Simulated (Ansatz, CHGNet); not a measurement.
For TiC (model structure, started from the NbAs type, I4₁md, No. 109, 4 atoms in the cell), the machine-learned potential CHGNet-r²SCAN (trained on r²SCAN data) gives:

| Quantity | Result |
|---|---|
| equilibrium lattice constant a | 2.835 Å |
| lattice parameter c | 10.474 Å |

Problem. What does r²SCAN+rVV10 in Ansatz (plane waves, PAW) give for the same quantities?

Solution. 
- lattice constant a: 2.820 Å (decreases by 0.5 %)
- lattice parameter c: 10.621 Å (rises by 1.4 %)

Changes are worked out from the printed values.

Unless a cell is named, each level is at its own relaxed cell (CHGNet-r²SCAN 10.53, r²SCAN+rVV10 10.56 Å³/atom).

Ansatz's density-functional and Hartree–Fock values are scalar-relativistic unless marked +SOC, with PAW data made under PBE.

A model structure was made by putting elements into a prototype or built by hand; it is no filed structure, need not be a known phase, and can be a saddle point held by its symmetry.

Ansatz is a program for electronic structure.
